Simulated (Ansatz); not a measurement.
## BN (model structure, started from the alpha GeTe type, R3m, No. 160, 2 atoms in the cell)

Method: r²SCAN (Ansatz, a first-principles code, PAW).

Numerical settings: plane-wave cutoff 500 eV, 20×20×20 k mesh, Fermi–Dirac smearing 0.05 eV, scalar-relativistic PAW data made under PBE.

Cell (relaxed at this level):

```yaml
crystal:
  lattice:
    - [1.25036, 0.72190, 3.43031]
    - [-1.25036, 0.72190, 3.43031]
    - [0.00000, -1.44380, 3.43031]
  atoms:
    - { symbol: B, position: [0.83341, 0.83341, 0.83341] }
    - { symbol: N, position: [0.16659, 0.16659, 0.16659] }
```

```
Property                       Result
--------  ---------------------------
band gap  4.79 eV (on the SCF k mesh)
```

Note: the relaxation could raise the start's symmetry but not lower it, so the cell can be a saddle point; the cell has widely spaced layers and the level no dispersion term, so their spacing and the moduli can rest on weak binding.

The computed numbers hold no vibrational or temperature effects.

It cost around 8 core-minutes (rough) of CPU time.

A model structure was made by putting elements into a prototype or built by hand; it is no filed structure, need not be a known phase, and can be a saddle point held by its symmetry.
